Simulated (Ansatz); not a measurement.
Hf: response to strain

The parent structure is Hf in the hcp (Mg type) structure (space group P6_3/mmc, No. 194; a = 3.158 Å, c = 5.004 Å; relaxed with 0.1 eV smearing). Axes: x lies along a and z along c of the hexagonal cell.

Strains are applied to the cell and any free atomic positions relax.

Computed with DFT with PBEsol, PAW potentials and a 420 eV plane-wave cutoff in Ansatz (a program for electronic structure), no spin-orbit coupling.

Notes on the quantities. pressure: mean of the normal stresses, compression positive; energy relative to the base: free energy F.

```csv
variant,pressure,shortest interatomic distance,energy relative to the base
base,0.0 GPa,3.096 Å,0 meV/atom
uniaxial strain ε_xx = −3.00 %,3.6 GPa,3.063 Å,+12 meV/atom
uniaxial strain ε_xx = −2.50 %,2.9 GPa,3.073 Å,+8.1 meV/atom
uniaxial strain ε_xx = −2.00 %,2.3 GPa,3.077 Å,+5.1 meV/atom
uniaxial strain ε_xx = −1.50 %,1.7 GPa,3.082 Å,+2.9 meV/atom
uniaxial strain ε_xx = −1.00 %,1.1 GPa,3.087 Å,+1.3 meV/atom
uniaxial strain ε_xx = −0.50 %,0.6 GPa,3.092 Å,+0.3 meV/atom
uniaxial strain ε_xx = +1.00 %,-1.1 GPa,3.100 Å,+1.2 meV/atom
uniaxial strain ε_xx = +2.00 %,-2.1 GPa,3.104 Å,+4.7 meV/atom
uniaxial strain ε_xx = +2.50 %,-2.6 GPa,3.106 Å,+7.2 meV/atom
```

Stability against distortions was not tested. The final runs are not spin-polarised.
